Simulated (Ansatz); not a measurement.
The reference is AlN in the zinc blende structure (space group F-43m, No. 216; a = 4.4032 Å).

(Cell as relaxed with PBE.)

Levels (all Ansatz, an electronic-structure program, PAW): PBE (420 eV, scalar-relativistic without spin-orbit coupling); r2SCAN (500 eV, no SOC).

Each level relaxes its own structure.

```json
[
 {"base": "volume per atom", "PBE": "10.67 Å³", "r2SCAN": "10.43 Å³"},
 {"base": "lattice parameter a", "PBE": "4.403 Å", "r2SCAN": "4.370 Å"},
 {"base": "band gap", "PBE": "3.31 eV", "r2SCAN": "3.94 eV"}
]
```

One thing is altered: full substitution Al → Ga; the structure is relaxed again.

```
quantity                                  PBE  r2SCAN
-----------------------------  --------------  ------
electron mass                  0.14 mₑ (at Γ)       …
band gap                              1.54 eV       …
shortest interatomic distance         1.970 Å       …
```

Problem. Predict the r2SCAN column.

Solution. 
- electron mass, r2SCAN: 0.17 mₑ (at Γ)
- band gap, r2SCAN: 2.17 eV
- shortest interatomic distance, r2SCAN: 1.948 Å

PBE's band gap lies 0.63 eV below r2SCAN's; PBE's shortest interatomic distance lies 0.022 Å above r2SCAN's (1.1 %). Neither level is exact; r2SCAN is the comparison here, not a measurement.

Effective masses come from finite differences of ±0.01 Å⁻¹. Stability against distortions was not tested. This is not the structure that GaN has at room temperature and ambient pressure. This is not the structure that AlN has at room temperature and ambient pressure.
